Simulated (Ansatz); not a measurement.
## Hg (P6₃/mmc, No. 194, 2 atoms in the cell; start mp-1184554)

Calculation: LDA (Ansatz, a program for electronic structure, plane waves, PAW).

Settings: plane-wave cutoff 520 eV, 18×18×10 k mesh (along the axes of the cell as run), Fermi–Dirac smearing 0.05 eV, scalar-relativistic PAW data made under PBE.

Cell (relaxed at this level):

```
Hg
1.0
    3.39144     0.00000     0.00000
   -1.69572     2.93707     0.00000
    0.00000     0.00000     4.53024
Hg
2
Direct
  0.66667   0.33333   0.75000
  0.33333   0.66667   0.25000
```

```json
{
  "band_gap": "none",
  "bulk modulus B0": "43.2 GPa"
}
```

Note: the relaxation could not lower the start's symmetry, so the cell can be a saddle point above a distorted one; the bulk modulus is −V dP/dV from two relaxed cells at ±2 % in volume.

Spin–orbit coupling is not included; it can shift volumes and moduli of such heavy elements.

Computed values are for the static lattice.

The result took about 3 core-minutes (a rough figure).

A start named mp-… is a Materials Project structure, which need not be a measured phase.
